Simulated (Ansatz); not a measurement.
An Ansatz (a first-principles code) input (Ansatz r2SCAN, without spin-orbit coupling):

Ansatz 0.2 input:
```yaml
crystal:
  lattice:
    - [2.6508564667, 0, 0]
    - [0, 2.6508564667, 0]
    - [1.3254282334, -1.3254282334, 1.9465323752]
  atoms:
    - { symbol: Ir, position: [0, 0, 0] }
basis: { ecutwfc: 500, ecutrho_ratio: 4, xc_grid: 4, fft_grid_basis: typed }
kpoints: { mp_grid: { grid: [29, 29, 29] } }
hamiltonian:
  xc: r2scan
  dispersion: none
  pseudopotentials: { kind: paw }
scf: { occupations: { method: fermi_dirac, width: 0.1 } }
relax: { f_tol: 0.005, max_steps: 50, cell: { stress_tol: 0.01, fix: [a, b, gamma] } }
output: { forces: true, stress: true }
checkpoint: { write: state.ck, write_every: 1000 }
```

**Question.** Which symmetry and how many k-points will the program report, and about how many plane waves at Γ?

**Answer.** Space group I4/mmm (ITA 139) with 16 operations, k-points 1800 of 24389, and 331 plane waves at Γ.

**Question.** And the final pressure?

**Answer.** 12.94 GPa (compression positive).

The cells carry an imposed strain or load. No phonon test of stability was made. All final runs are without spin polarisation. The cell was made from Ir in the fcc (Cu type) structure (space group Fm-3m, No. 225) by this change: biaxial strain −2.50 %, plane normal [001], relaxed out of plane.
